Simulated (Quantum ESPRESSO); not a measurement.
Troubleshooting Quantum ESPRESSO: a failed run on NaCu2O3 (Cmmm, 6 atoms in the cell). The aim is a self-consistent single point with DFT, LDA (PZ), plane waves, GBRV 1.5 ultrasoft (LDA) pseudopotentials.

Cell that was meant: a = 6.1025 Å, b = 6.1025 Å, c = 3.4492 Å, α = 90.00°, β = 90.00°, γ = 144.21°.

Part of the input:

```fortran
O     0.50000000    0.50000000    0.00000000
K_POINTS {automatic}
5 5 5  1 1 1
```

Output (repeated stretches shortened):

```
 %%%%%%%%%%%%%%%%%%%%%%%%%%%%%%%%%%%%%%%%%%%%%%%%%%%%%%%%%%%%%%%%%%%%%%%%%%%%%%
     Error in routine cell_base_init (1):
     ibrav=0: must read cell parameters
 %%%%%%%%%%%%%%%%%%%%%%%%%%%%%%%%%%%%%%%%%%%%%%%%%%%%%%%%%%%%%%%%%%%%%%%%%%%%%%

     stopping ...
```

Task: Read the log: what does the program object to, and what is the fix?

Result: The fault is no cell vectors for a free lattice. A free lattice needs its vectors. To fix it, add the cell. The program stopped before any SCF iteration.

An input that runs soundly differs in these lines (not the only fix; some lines may just follow from the change or write a value another way):
```diff
+CELL_PARAMETERS {angstrom}
+   1.87536000    -5.80717500     0.00000000
+   1.87536000     5.80717500     0.00000000
+   0.00000000     0.00000000     3.44924000
```

With that input, the run converged in 14 iterations: free energy E − TS -13592.0509 eV; Fermi level (on the code's own zero) 6.16 eV; pressure -9.39 GPa; largest force (vector length) 0.449 eV/Å (DFT, LDA (PZ), plane waves, GBRV 1.5 ultrasoft (LDA) pseudopotentials).

On the sound input: the starting cell comes from a database of computed structures (which also holds hypothetical and non-ambient phases and stackings), without a prior relaxation at this level. Spin polarisation is off; with an odd number of electrons in the cell that forces a metal, and a magnetic state may lie lower. With a pressure of about -9 GPa the cell is away from its equilibrium volume at this level. Without a gap this mesh is coarse (it stands for a supercell whose shortest vector is 17 Å).
